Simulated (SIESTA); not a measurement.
**Input and output of a self-consistent single point for Nb3Sn (Pm-3n, 8 atoms in the cell) (SIESTA)**

Method of the run: GGA PBE, numerical atomic orbitals TZP, PseudoDojo PBE standard norm-conserving potentials (rewritten from UPF to PSML) (SIESTA).

The input file:

```
# files in the folder: Nb.psml Sn.psml (PseudoDojo PBE standard)
SystemName  Nb3Sn
SystemLabel Nb3Sn

NumberOfAtoms                8
NumberOfSpecies              2
%block ChemicalSpeciesLabel
  1 41 Nb
  2 50 Sn
%endblock ChemicalSpeciesLabel
LatticeConstant              1.0 Ang
%block LatticeVectors
     5.304327000    0.000000000    0.000000000
     0.000000000    5.304327000    0.000000000
     0.000000000    0.000000000    5.304327000
%endblock LatticeVectors
AtomicCoordinatesFormat      Ang
%block AtomicCoordinatesAndAtomicSpecies
     1.326081750    0.000000000    2.652163500  1
     3.978245250    0.000000000    2.652163500  1
     2.652163500    3.978245250    0.000000000  1
     2.652163500    1.326081750    0.000000000  1
     0.000000000    2.652163500    3.978245250  1
     0.000000000    2.652163500    1.326081750  1
     0.000000000    0.000000000    0.000000000  2
     2.652163500    2.652163500    2.652163500  2
%endblock AtomicCoordinatesAndAtomicSpecies

XC.functional                GGA
XC.authors                   PBE
PAO.BasisSize                TZP
PAO.EnergyShift              0.005 Ry
MeshCutoff                   400 Ry
%block kgrid.MonkhorstPack
    5   0   0  0.0
    0   5   0  0.0
    0   0   5  0.0
%endblock kgrid.MonkhorstPack
OccupationFunction           FD
ElectronicTemperature        0.1 eV

MaxSCFIterations             150
SCF.Mixer.Method             Pulay
SCF.Mixer.Weight             0.1
SCF.Mixer.History            6
SCF.DM.Tolerance             1.0E-04
Diag.ParallelOverK           true
WriteForces                  true
```

Output, abridged:

```
reinit: Reading from file input.fdf

reinit: System Name: Nb3Sn
reinit: System Label: Nb3Sn

coor:   Atomic-coordinates input format  =     Cartesian coordinates
coor:                                          (in Angstroms)

siesta: Atomic coordinates (Bohr) and species
siesta:      2.50593   0.00000   5.01186  1        1
siesta:      7.51779   0.00000   5.01186  1        2
siesta:      5.01186   7.51779   0.00000  1        3
siesta:      5.01186   2.50593   0.00000  1        4
siesta:      0.00000   5.01186   7.51779  1        5
siesta:      0.00000   5.01186   2.50593  1        6
siesta:      0.00000   0.00000   0.00000  2        7
siesta:      5.01186   5.01186   5.01186  2        8

siesta: System type = bulk

initatomlists: Number of atoms, orbitals, and projectors:      8   194   172

siesta: ******************** Simulation parameters ****************************
redata: Spin configuration                          = none
redata: Time-Reversal Symmetry                      = T
redata: Number of Atomic Species                    =        2
redata: Mesh Cutoff                                 =   400.0000 Ry
redata: Net charge of the system                    =     0.0000 |e|
redata: Min. number of SCF Iter                     =        0
redata: Max. number of SCF Iter                     =      150
redata: SCF convergence failure will abort job
redata: SCF mix quantity                            = Hamiltonian
redata: Mix DM or H after convergence               =   F
redata: Recompute H after scf cycle                 =   F
redata: Mix DM in first SCF step                    =   T
redata: No kicks to SCF
redata: DM Mixing Weight for Kicks                  =     0.5000
redata: Require Harris convergence for SCF          =   F
redata: Harris energy tolerance for SCF             =     0.000100 eV
redata: Require DM convergence for SCF              =   T
redata: DM tolerance for SCF                        =     0.000100
redata: Require EDM convergence for SCF             =   F
redata: EDM tolerance for SCF                       =     0.001000 eV
redata: Require H convergence for SCF               =   T
redata: Hamiltonian tolerance for SCF               =     0.001000 eV
redata: Require (free) Energy convergence for SCF   =   F
redata: (free) Energy tolerance for SCF             =     0.000100 eV
redata: Using DFT-D3 dispersion                     =   F
redata: Using Saved Data (generic)                  =   F
redata: Method of Calculation                       = Diagonalization
redata: Electronic Temperature                      =  1160.4518 K
redata: Number of TDED substeps                     =        3
redata: Dynamics option                             = Single-point calculation
redata: Save all siesta data in one NC              =   F
redata: ***********************************************************************

%block SCF.Mixers
  Pulay
%endblock SCF.Mixers

%block SCF.Mixer.Pulay
  # Mixing method
  method pulay
  variant stable

  # Mixing options
  weight 0.1000
  weight.linear 0.1000
  history 6
%endblock SCF.Mixer.Pulay

DM_history_depth set to one: no extrapolation allowed by default for geometry relaxation
Size of DM history Fstack: 1
Total number of electrons:   106.000000
Total ionic charge:   106.000000

* ProcessorY, Blocksize:    1  64

* Orbital distribution balance (max,min):   194   194

 Kpoints in:           75 . Kpoints trimmed:           63

siesta: k-grid: Number of k-points = 63
siesta: k-points from Monkhorst-Pack grid
siesta: k-cutoff (effective) =    13.261 Ang
siesta: k-point supercell and displacements
siesta: k-grid:     5     0     0      0.000
siesta: k-grid:     0     5     0      0.000
siesta: k-grid:     0     0     5      0.000

diag: Algorithm                                     = D&C
diag: Parallel over k                               =   F
diag: Use parallel 2D distribution                  =   F
diag: Parallel block-size                           = 64
diag: Parallel distribution                         =     1 x     1
diag: Used triangular part                          = Lower
diag: Absolute tolerance                            =  0.100E-15
diag: Orthogonalization factor                      =  0.100E-05
diag: Memory factor                                 =  1.0000

superc: Internal auxiliary supercell:     5 x     5 x     5  =     125
superc: Number of atoms, orbitals, and projectors:   1000  24250  21500

                        Single-point calculation

superc: Internal auxiliary supercell:     5 x     5 x     5  =     125
superc: Number of atoms, orbitals, and projectors:   1000  24250  21500

outcell: Unit cell vectors (Ang):
        5.304327    0.000000    0.000000
        0.000000    5.304327    0.000000
        0.000000    0.000000    5.304327

outcell: Cell vector modules (Ang)   :    5.304327    5.304327    5.304327
outcell: Cell angles (23,13,12) (deg):     90.0000     90.0000     90.0000
outcell: Cell volume (Ang**3)        :    149.2419
new_DM -- step:     1
Initializing Density Matrix...

Attempting to read DM from file... Failed...
DM filled with atomic data:

InitMesh: MESH = 64 x 64 x 64 = 262144
InitMesh: Mesh cutoff (required, used) =   400.000   402.348 Ry

stepf: Fermi-Dirac step function

        iscf     Eharris(eV)        E_KS(eV)     FreeEng(eV)     dDmax    Ef(eV) dHmax(eV)
   scf:    1   -14398.573040   -14451.703396   -14451.997971  1.383670 -4.124541  5.800891
   scf:    2   -14455.928888   -14453.893285   -14454.198032  0.141538 -4.311366  4.601554
   scf:    3   -14458.956921   -14457.332912   -14457.676104  0.390401 -4.954624  2.052540
   scf:    4   -14457.540295   -14457.503645   -14457.842388  0.055540 -4.971581  0.493620
   scf:    5   -14457.573234   -14457.547554   -14457.890027  0.026970 -5.032808  0.106245
   scf:    6   -14457.547678   -14457.548856   -14457.892201  0.007960 -5.074247  0.040299
   scf:    7   -14457.548072   -14457.548512   -14457.892021  0.001739 -5.073364  0.066103
   scf:    8   -14457.549597   -14457.549274   -14457.892505  0.002488 -5.064078  0.010027
   scf:    9   -14457.549191   -14457.549239   -14457.892525  0.000534 -5.065907  0.001064
   scf:   10   -14457.549255   -14457.549247   -14457.892525  0.000050 -5.065896  0.000021

SCF Convergence by DM+H criterion
max |DM_out - DM_in|         :     0.0000501180
max |H_out - H_in|      (eV) :     0.0000213735
SCF cycle converged after 10 iterations

Using DM_out to compute the final energy and forces

siesta: E_KS(eV) =           -14457.5492

siesta: E_KS - E_eggbox =    -14457.5492

siesta: Atomic forces (eV/Ang):
     1   -0.000000    0.000000    0.000000
     2    0.000000    0.000000    0.000000
     3    0.000000   -0.000000    0.000000
     4    0.000000    0.000000    0.000000
     5   -0.000000   -0.000000   -0.000000
     6   -0.000000   -0.000000    0.000000
     7   -0.000000    0.000000   -0.000000
     8    0.000000   -0.000000    0.000000
   Tot   -0.000000   -0.000000    0.000000
   Max    0.000000
   Res    0.000000    sqrt( Sum f_i^2 / 3N )
   Max    0.000000    constrained

Stress tensor Voigt[x,y,z,yz,xz,xy] (kbar):      -12.59      -12.59      -12.59        0.00        0.00       -0.00
(Free)E + p*V (eV/cell)   -14456.7202
Target enthalpy (eV/cell)   -14457.8925

siesta: Program's energy decomposition (eV):
siesta: Ebs     =     -2817.298349
siesta: Eions   =     20792.349198
siesta: Ena     =      4876.715357
siesta: Ekin    =      5506.215325
siesta: Enl     =      -860.479744
siesta: Eso     =         0.000000
siesta: Edftu   =         0.000000
siesta: DEna    =       141.629682
siesta: DUscf   =         5.958044
siesta: DUext   =         0.000000
siesta: Ex      =     -3115.855758
siesta: Ec      =      -219.382954
siesta: Exc     =     -3335.238712
siesta: Eharris =    -14457.549255
siesta: Etot    =    -14457.549247
siesta: FreeEng =    -14457.892525

siesta: Stress tensor (static) (eV/Ang**3):
siesta:    -0.007855   -0.000000    0.000000
siesta:    -0.000000   -0.007855    0.000000
siesta:     0.000000    0.000000   -0.007855

siesta: Cell volume =        149.241934 Ang**3

siesta: Pressure (static):
siesta:                Solid            Molecule  Units
siesta:           0.00008555          0.00008555  Ry/Bohr**3
siesta:           0.00785528          0.00785528  eV/Ang**3
siesta:          12.58554559         12.58554591  kBar
```

The run converged in 10 iterations.

The starting cell comes from a database of computed structures (which also holds hypothetical and non-ambient phases and stackings), without a prior relaxation at this level. Its lattice was rescaled by a random factor within 2.5 % of one. Spin polarisation is off. Values carry the incompleteness of an atom-centred basis.

Cost on one core of a shared machine: roughly 5 min.
